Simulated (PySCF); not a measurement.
PySCF 2.14.0, R2SCAN/def2-svp, df: [SiH2][Si]([SiH3])([SiH3])[SiH3], charge +1, multiplicity 1, 16 atoms. The geometry is a generated start, not checked to be a minimum at this level.

| Quantity | Value |
|---|---|
| task | energy |
| method | r2scan |
| basis | def2-svp |
| two-electron scheme | density fitting |
| mol.max_memory | 3000 MB |
| mf.max_cycle | 100 |
| mf.init_guess | minao (default) |
| mf.DIIS | CDIIS (default) |
| mf.diis_space | 8 (default) |
| mf.conv_tol | 1e-09 (default) |
| mf.grids.level | 3 (default) |
| basis functions | 145 |
| grid points | 203792 |

```xyz
16

Si    -1.1247    -0.0088     2.0059
Si     0.0252    -0.0230    -0.0265
Si    -0.0161     2.2904    -0.6851
Si    -1.2458    -1.4363    -1.5019
Si     2.2162    -0.8574     0.5106
H     -0.8082     0.6913     3.2612
H     -2.3716    -0.6732     2.4138
H      0.6465     3.1093     0.3261
H      0.6600     2.4082    -1.9719
H     -1.4161     2.6989    -0.7984
H     -0.4562    -1.6256    -2.7125
H     -1.5054    -2.7192    -0.8522
H     -2.5111    -0.7755    -1.8148
H      2.3650    -0.9037     1.9655
H      2.3282    -2.2035    -0.0419
H      3.2140     0.0280    -0.0778
```

Charge 1 and multiplicity 1 are set for this test and not shown to be the ground state.

One run each on 2 threads, 1 BLAS thread. Values of level_shift (Hartree) tried: 0 (default), 0.1, 0.3, 1.

**Question.** Which value of level_shift (Hartree) needs the fewest Fock builds, and what happens away from it?

**Answer.** Fewest Fock builds, within one of each other: 0 (default) with 12, 0.1 with 12. The count rises to 62 at 1. All converge to one solution.

| level_shift (Hartree) | Fock builds | end |
|---|---|---|
| 0 (default) | 12 | same solution |
| 0.1 | 12 | same solution |
| 0.3 | 23 | same solution |
| 1 | 62 | same solution |
